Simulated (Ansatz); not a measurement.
The reference is ZrO₂ in the fluorite structure (space group Fm-3m, No. 225).

ZrO2 is modelled in the cubic space group Fm-3m (No. 225), the fluorite structure, Pearson symbol cF12. Conventional cell: a = b = c = 5.116 Å, α = β = γ = 90.00°. Zr on 4a is coordinated by 8 O at 2.215 Å (cubic). O on 8c is surrounded by 4 Zr at 2.215 Å (tetrahedral). (Neighbours: up to the widest gap in distance over summed covalent radii, below 1.35, at either atom; cation-cation and far metal-metal contacts left out.)
(The calculation used a cell of 3 atoms; values per cell refer to that cell.)

Levels (all Ansatz, a first-principles code, PAW): PBE (420 eV, no spin-orbit coupling); r2SCAN (500 eV, no spin-orbit coupling); HSE06 (420 eV, spin-orbit coupling left out); PBE+SOC (420 eV, noncollinear with spin-orbit coupling).

One geometry, relaxed with PBE, under each level:

Notes on the quantities. electron mass: degenerate bands, along [100].

| level | band gap | lowest conduction level above the VBM at special points | electron mass | pressure |
|---|---|---|---|---|
| PBE | 3.32 eV | Γ 3.32 eV; X 3.75 eV; L 3.94 eV; K 3.97 eV | 0.51, 2.1 mₑ (at Γ) | 0.00 GPa |
| r2SCAN | 3.84 eV | Γ 3.84 eV; X 4.23 eV; L 4.43 eV; K 4.44 eV | 0.55, 2.1 mₑ (at Γ) | -3.88 GPa |
| HSE06 | 4.93 eV | Γ 4.93 eV; X 5.31 eV; L 5.59 eV | – | – |
| PBE+SOC | 3.32 eV | Γ 3.32 eV; X 3.75 eV; L 3.91 eV; K 3.97 eV | 0.51, 2.1 mₑ (at Γ) | -0.01 GPa |

Single points use the geometry relaxed with PBE. Their cutoffs differ, which shifts pressures a little. The hybrid gap comes from the SCF mesh plus the semilocal run's edge points and a few special points and is an upper bound. The spin-orbit shifts are approximate. Effective masses come from finite differences of ±0.01 Å⁻¹. Stability against distortions was not tested. This is not the structure that ZrO2 has at room temperature and ambient pressure.
